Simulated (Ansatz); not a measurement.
Cost and result by functional for the surface energy of the (10-13) surface of hcp Os in its 1x1 cell, outermost plane spacing 0.21 Å in the ideal cut, in Ansatz (plane waves, PAW). Single points on the PBE structure, on one kind of machine; costs are rough ratios of the slab run's core time (references not counted) to the cheapest single point. r2SCAN's cost holds its higher cutoff (500 against 420 eV). Differences are taken against r2SCAN for comparison alone: no measured value is at hand, so the table doesn't rank accuracy.

Model: 18-atom slab, 10.1 Å thick at the start (thin: gaps and levels are the slab's own), 14x5x1 mesh, Fermi-Dirac 0.1 eV, dipole correction, all atoms relaxed; held to the part of the start's symmetry that mesh and held atoms allow; no spin, no spin-orbit, no U. These notes are the PBE run's.

```
functional                     relative cost  surface energy (J/m²)  less r2SCAN (J/m²)
-----------------------------  -------------  ---------------------  ------------------
LDA                                        1                   4.25                0.34
PBEsol                                     1                   4.11                0.20
RPBE                                       1                   3.41               -0.50
r2SCAN                                     2                   3.91                0.00
PBE (the relaxed run's value)              –                   3.65               -0.26
```

The values span 0.84 J/m², while the single points' costs differ by a factor of roughly 2. Differences are of unrounded values.

Ansatz is a program for electronic structure.
